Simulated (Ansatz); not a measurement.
Consider WC (space group P-6m2, No. 187; relaxed with 0.1 eV smearing).

```xyz
2
Lattice="2.9225 0.0000 0.0000 -1.4612 2.5309 0.0000 0.0000 0.0000 2.8462" Properties=species:S:1:pos:R:3 pbc="T T T"
W      0.0000     0.0000     0.0000
C      0.0000     1.6873     1.4231
```

Cartesian axes are those of the cell as printed.

Calculations: PBE (Ansatz, a quantum-chemistry and plane-wave program, PAW, no spin-orbit coupling).

Strains are applied to the cell and any free atomic positions relax.

One change was made to it. Results:

| quantity | base | after |
|---|---|---|
| pressure (mean of the normal stresses, compression positive) | 0.0 GPa | 4.4 GPa |
| energy relative to the base (free energy F) | 0 meV/atom | +3.2 meV/atom |
| shortest interatomic distance | 2.207 Å | 2.198 Å |

Task: What was done to the base?
(A) uniaxial strain ε_zz = −1.00 %
(B) uniaxial strain ε_zz = −1.50 %
(C) uniaxial strain ε_zz = +2.50 %
(D) uniaxial strain ε_zz = +2.00 %

Result: A, uniaxial strain ε_zz = −1.00 %. For comparison, the energy relative to the base in the other runs: uniaxial strain ε_zz = +2.50 % gives +18 meV/atom; uniaxial strain ε_zz = +2.00 % gives +12 meV/atom; uniaxial strain ε_zz = −1.50 % gives +7.2 meV/atom.

No phonon test of stability was made. The final runs are not spin-polarised.
